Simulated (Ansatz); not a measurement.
The parent structure is CdSe in the wurtzite structure (space group P6_3mc, No. 186; a = 4.302 Å, c = 7.021 Å).

Computed with plane-wave PAW DFT at the PBEsol level (Ansatz, a program for electronic structure, 420 eV), no spin-orbit coupling.

Before the change:

- Band gap = 0.54 eV
- Electron mass = 0.055 mₑ (at Γ)
- Volume per atom = 28.13 Å³
- c/a ratio = 1.632

The change: full substitution Se → S; the structure is relaxed again.

Problem. How does this affect the band gap, electron mass, volume per atom and c/a ratio?

Solution. The band gap rises by 0.55 eV, from 0.54 eV to 1.09 eV; the electron mass changes from 0.055 mₑ (at Γ) to 0.11 mₑ along c, 0.12 mₑ across (at Γ); the volume per atom falls by 3.42 Å³ to 24.71 Å³; the c/a ratio falls by 0.005 to 1.627.

Effective masses come from finite differences of ±0.01 Å⁻¹. Stability against distortions was not tested.
